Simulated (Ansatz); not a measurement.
## Pressure series in hypothetical P4/nmm Co2Si

Take Co2Si (space group P4/nmm, No. 129; ferromagnetic; a hypothetical phase, not in the database extracts checked) as the base.

```yaml
crystal:
  lattice:
    - [3.45465, 0.00000, 0.00000]
    - [0.00000, 3.45465, 0.00000]
    - [0.00000, 0.00000, 5.75099]
  atoms:
    - { symbol: Co, position: [0.00000, 0.00000, 0.00000] }
    - { symbol: Co, position: [0.50000, 0.50000, 0.00000] }
    - { symbol: Co, position: [0.50000, 0.00000, 0.34396] }
    - { symbol: Co, position: [0.00000, 0.50000, 0.65604] }
    - { symbol: Si, position: [0.50000, 0.00000, 0.73516] }
    - { symbol: Si, position: [0.00000, 0.50000, 0.26484] }
```

Cell and atoms are relaxed at each pressure.

Computed with Ansatz (a first-principles code), PBE, PAW, cutoff 420 eV, no SOC.

| pressure (GPa) | volume per atom (Å³/atom) |
|---|---|
| -2 | 11.564 |
| -1 | 11.500 |
| 0 | 11.439 |
| 0.3 | 11.421 |
| 0.7 | 11.397 |
| 1.5 | ? |
| 3 | 11.265 |
| 5 | 11.156 |
| 7.5 | 11.027 |

**Question.** Fit the third-order Birch–Murnaghan form P(V) = (3B₀/2)[(V₀/V)^(7/3) − (V₀/V)^(5/3)]·[1 + (3/4)(B₀′ − 4)((V₀/V)^(2/3) − 1)] (squares taken in P) to the rows shown and predict the withheld row.

**Answer.** Least squares on the printed values gives V₀ = 11.439 Å³/atom, B₀ = 189 GPa, B₀′ = 4.3; this predicts 11.350 Å³/atom, and the run gives 11.350 Å³/atom, in agreement.

Other magnetic orders, which the real material may have, were not ruled out. Load acts through the strain it causes; cell and atoms are relaxed under it. Whether these cells are dynamically stable was not tested. Competing high-pressure phases were not computed.
